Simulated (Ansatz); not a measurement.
## Hypothetical rutile HfS2, carrier doping

The parent structure is HfS₂ in the rutile structure (space group P4_2/mnm, No. 136; a = 6.024 Å, c = 3.652 Å; a hypothetical phase, not in the database extracts checked).

Carriers are added at fixed cell with a uniform background; the Fermi–Dirac width is that of 300 K.

Method: PBEsol (Ansatz, a first-principles code; PAW; 420 eV plane waves; spin-orbit coupling left out), earlier PAW set.

Notes on the quantities. Fermi level from band edge: Fermi level relative to the doped band's edge (positive inside the band; to 0.05 eV).

```
variant                   Fermi level from band edge  gap between the host's bands
------------------------  --------------------------  ----------------------------
undoped                                            –                       0.26 eV
electrons 2.0×10^21 cm⁻³                    +0.60 eV                       0.30 eV
electrons 5.0×10^21 cm⁻³                    +0.85 eV                       0.35 eV
electrons 7.0×10^21 cm⁻³                    +0.95 eV                       0.39 eV
holes 2.0×10^21 cm⁻³                        +0.40 eV                       0.29 eV
holes 5.0×10^21 cm⁻³                        +0.65 eV                       0.35 eV
holes 7.0×10^21 cm⁻³                        +0.75 eV                       0.38 eV
```

Carriers are added with a uniform compensating background; total energy and stress of such cells depend on the potential's zero and are not compared; many-body gap narrowing is missing at this level. With Hf present, leaving out spin-orbit coupling can change the band edges. No phonon test of stability was made. The zero or small gap of HfS2 can change with the level of theory.
